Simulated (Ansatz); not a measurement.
SiO2 (P4₁2₁2, No. 92), treated with LDA (Ansatz, a program for electronic structure, plane waves, PAW).

Numerical settings: plane-wave cutoff 520 eV, 8×8×6 k mesh (along the axes of the cell as run), Fermi–Dirac smearing 0.01 eV, scalar-relativistic PAW data made under PBE.

Shape and atoms are relaxed at each volume.

The direct gap at Γ against volume; x = 100 ln(V/14.012 Å³). One gap is withheld.

| V (Å³/atom) | x | gap (eV) |
|---|---|---|
| 13.451 | -4.09 | 5.620 |
| 13.732 | -2.02 | 5.585 |
| 14.012 | 0.00 | 5.551 |
| 14.292 | 1.98 | 5.518 |
| 14.572 | 3.92 | ? |

**Question.** Fit a straight line to the rows shown, give the volume deformation potential and predict the withheld gap.

**Answer.** Means of the 4 rows: x̄ = -1.032, ȳ = 5.5685 eV. Σ(x − x̄)(y − ȳ) = -0.3440 and Σ(x − x̄)² = 20.465, so the slope is -0.0168 eV per unit of x, and dE_g/d ln V = -1.7 eV. At x = 3.92: 5.5685 + (-0.0168) × (3.92 − (-1.032)) = 5.485 eV. The run gives 5.487 eV, 0.002 eV above the line.
